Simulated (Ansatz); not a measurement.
The reference is Sb (space group R-3m, No. 166; layered; relaxed with 0.1 eV smearing).

Sb is modelled in the trigonal space group R-3m, hexagonal axes (No. 166), Pearson symbol hR2. Conventional cell: a = 4.3263 Å, b = 4.3263 Å, c = 11.3390 Å, α = 90.00°, β = 90.00°, γ = 120.00°. Sb on 6c has 3 Sb at 2.920 Å and 3 Sb at 3.373 Å (octahedral). (Neighbours: up to the widest gap in distance over summed covalent radii, below 1.35, at either atom.)
(The calculation used a cell of 2 atoms; values per cell refer to that cell.)

All numbers come from DFT with r2SCAN+rVV10, PAW potentials and a 500 eV plane-wave cutoff in Ansatz (an electronic-structure program), without spin-orbit coupling.

For the base:

```
Item       Result
--------  -------
Pressure  0.0 GPa
Band gap     zero
```

Modification: every lattice vector is stretched by 0.43 %, atoms relaxed at fixed cell.

**Question.** Estimate the effect on the pressure.

**Answer.** The pressure (mean of the normal stresses, compression positive) goes from zero to -0.5 GPa.

**Question.** What does the calculation give for the energy relative to the base after the change?

**Answer.** The energy grows by 0.7 meV/atom.

**Question.** What happens to the band gap?

**Answer.** The band gap remains zero.

With Sb present, leaving out spin-orbit coupling can change the band edges. The cells carry an imposed strain or load. Whether these cells are dynamically stable was not tested.
